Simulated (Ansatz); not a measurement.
BaO₂ (I4/mmm, No. 139)

Computed with PBE0 (PAW; Ansatz, a quantum-chemistry and plane-wave program).

Settings: plane-wave cutoff 500 eV, 8×8×8 k mesh, gaussian smearing 0.02 eV, scalar-relativistic PAW data made under PBE.

Cell (relaxed with PBEsol):

```
BaO2
1.0
   -1.88698     1.88698     3.37665
    1.88698    -1.88698     3.37665
    1.88698     1.88698    -3.37665
Ba O
1 2
Direct
  0.00000   0.00000   0.00000
  0.39122   0.39122   0.00000
  0.60878   0.60878   0.00000
```

```json
{
  "band_gap": "4.53 eV (on the SCF k mesh)"
}
```

Note: cell and atoms aren't relaxed at this level (pressure 1.9 GPa).

Spin–orbit coupling is not included.

The computed numbers hold no vibrational or temperature effects.

Cost on a shared machine: about 4 core-minutes (a rough figure).
